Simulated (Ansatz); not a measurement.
# How the Voigt–Reuss–Hill bulk modulus of L1₀ (CuAu-type) TiAl moves with the method

No measured value is used here.

```json
[
 {"level (code)": "LDA (Ansatz)", "value (GPa)": "[?]", "cell (Å³/atom)": "15.30"},
 {"level (code)": "PBE (Ansatz)", "value (GPa)": "114", "cell (Å³/atom)": "16.23"},
 {"level (code)": "PBE-D3(BJ) (Ansatz)", "value (GPa)": "123", "cell (Å³/atom)": "15.54"},
 {"level (code)": "r²SCAN (Ansatz)", "value (GPa)": "121", "cell (Å³/atom)": "16.06"},
 {"level (code)": "HSE06 (Ansatz)", "value (GPa)": "122", "cell (Å³/atom)": "16.03"}
]
```

### Question
Fill in the missing entries.

### Answer

- LDA (Ansatz, a first-principles code), value (GPa): 127

The crystal itself was run without spin with LDA, PBE, PBE-D3(BJ), r²SCAN, HSE06; a magnetic state was not tried in these runs. PBE-D3(BJ): the dispersion coefficients are held fixed in the derivatives. HSE06: hybrids on metals are sensitive to the k mesh. HSE06: the run warned that the count of filled bands differs between k points. Each level is taken at its own relaxed cell. Cutoffs and k meshes differ between the levels. Ansatz's density-functional and Hartree–Fock values are scalar-relativistic unless marked +SOC, with PAW data made under PBE.
